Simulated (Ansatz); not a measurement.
The reference is a 64-atom supercell of Rh in the fcc (Cu type) structure (space group Fm-3m, No. 225; a = 3.800 Å) at its relaxed geometry.

Level of theory: Kohn–Sham DFT with the r2SCAN functional, run in Ansatz (a first-principles code) with PAW and 500 eV plane waves, spin-orbit coupling left out.

Before the change:

```
Quantity   Result
--------  -------
Pressure  0.1 GPa
```

The change: one H atom is added in an open site, starting 1.90 Å from the nearest host atom, atoms relaxed at fixed cell, starting from a slightly rattled geometry.

**Question.** Estimate the effect on the final site of the added atom, largest displacement of a host atom from its site in the perfect cell and pressure.

**Answer.** The final site of the added atom amounts to 6 Rh at 1.93 Å (octahedral); the largest displacement of a host atom from its site in the perfect cell comes out as 0.04 Å; the pressure goes up by 0.8 GPa (0.1 GPa → 0.9 GPa).

The defect cells are neutral and carry no finite-size correction. The final runs are not spin-polarised. An odd electron count without spin: Rh64H. The defect cell is not spin-polarised.
